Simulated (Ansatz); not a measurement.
The reference is ZnCu$_{2}$SnS$_{4}$ (space group I-4, No. 82; a = 5.468 Å, c = 10.935 Å). Axes: x, y, z lie along a, b, c of the conventional cell.

Structures relaxed with PBE/PAW in Ansatz (an electronic-structure program), without spin-orbit coupling, earlier PAW set.

Base:

Simulated powder pattern, Cu Kα1, λ = 1.54056 Å (kinematic, ideal powder, no thermal factors, no anomalous dispersion; the 8 strongest lines at most, above 2 %, up to 2θ = 90°):

| 2θ (°) | I/Imax (%) | hkl |
|---|---|---|
| 28.24 | 100 | (112) |
| 32.73 | 16 | (200) |
| 46.96 | 58 | (204) |
| 55.71 | 41 | (116) |
| 68.59 | 8.7 | (008) |
| 75.76 | 16 | (316) |
| 78.10 | 5.0 | (420) |
| 87.28 | 18 | (228) |

Perturbation: compressive biaxial strain of 0.57 % in the plane normal to [001], as in epitaxy on a mismatched substrate; the out-of-plane cell vector and the atoms relax.

Task: Where do the lines fall after the change?

Result: 
Simulated powder pattern, Cu Kα1, λ = 1.54056 Å (kinematic, ideal powder, no thermal factors, no anomalous dispersion; the 8 strongest lines at most, above 2 %, up to 2θ = 90°):

| 2θ (°) | d (Å) | I/Imax (%) | hkl |
|---|---|---|---|
| 28.29 | 3.152 | 100 | (112) |
| 32.92 | 2.719 | 10 | (200) |
| 46.93 | 1.934 | 39 | (204) |
| 47.24 | 1.922 | 19 | (220) |
| 55.44 | 1.656 | 14 | (116) |
| 55.98 | 1.641 | 27 | (132) |
| 75.75 | 1.255 | 10 | (316) |
| 87.67 | 1.112 | 12 | (244) |

The indices refer to the base's conventional cell; one index is shown for lines that coincide.

Stability against distortions was not tested. The final runs are not spin-polarised.
